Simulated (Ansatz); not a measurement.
Consider the following.

```
MoSi2
1.0
   -1.63919     1.60108     3.90975
    1.63919    -1.60108     3.90975
    1.63919     1.60108    -3.90975
Mo Si
1 2
Cartesian
  0.00000   0.00000   0.00000
  0.00000   0.00000   2.62437
  0.00000   0.00000   5.19512
```

No spin polarisation.

Calculations: Ansatz (a first-principles code) r2SCAN, without spin-orbit coupling, earlier PAW set. k-mesh 14×14×14 (Γ-centred); smearing 0.05 eV (Fermi–Dirac).

### Question
What band gap does the calculation give?

### Answer
Zero.

### Question
What is the computed space group?

### Answer
Immm (No. 71).

### Question
Estimate the pressure (mean of the normal stresses, compression positive).

### Answer
-4.6 GPa.

The mesh was chosen for an insulator and is coarse for the gapless case. The cells carry an imposed strain or load. Whether these cells are dynamically stable was not tested. All final runs are without spin polarisation. The cell was made from MoSi$_{2}$ (space group I4/mmm, No. 139) by this change: uniaxial strain ε_xx = +2.38 %.
